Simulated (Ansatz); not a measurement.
# CdSe: strain along the normal

CdSe (wurtzite, P6_3mc, 27.112 Å³/atom at rest, c along z) under an equal strain ε in the (0001) plane with the normal axis free, as in a coherent film. LDA in Ansatz, a plane-wave DFT program (PAW, default set), 420 eV, 9×9×5 Γ-centred mesh, Fermi-Dirac smearing 0.05 eV; ions are relaxed within the symmetry of each cell.

Here s stands for strain and y for normal strain.

| strain (%) | normal strain (%) |
|---|---|
| -1.20 | 1.14 |
| -0.60 | 0.57 |
| 0.00 | 0.00 |
| 0.60 | -0.55 |
| 1.20 | -1.10 |
| 3.00 | ? |

Task: Using a straight line, estimate the missing y at s = 3.00 from the other rows, showing the fit.

Result: Means: s 0, y 0.012. About the means, the sum of products is -3.3600 and the sum of squares of s is 3.6000; the slope is their ratio. Least squares gives y = 0.012 - 0.9333·s. Residuals (row less fit): 0.008, -0.002, -0.012, -0.002, 0.008; standard error 0.010 (degrees of freedom: 3). The slope, -0.93 ± 0.01, is the elastic response of the normal axis, −2C13/C33. At the withheld row, y = 0.012 - 0.9333 × 3.0 = -2.788%. The calculation gives -2.79%, which the fit meets to the printed digits. The row lies outside the fitted rows, so this is an extrapolation. From the scatter of the fitted rows alone, a prediction at this place has a standard error of 0.019%, so the miss is 0.1 times that.

Rows are the converged runs of the series near zero and its far end; series whose fitted rows scatter by over a few per cent of the range, as at a crossing or softening among them, aren't shown in this form. Most that stay on the fit to the last digits aren't either.
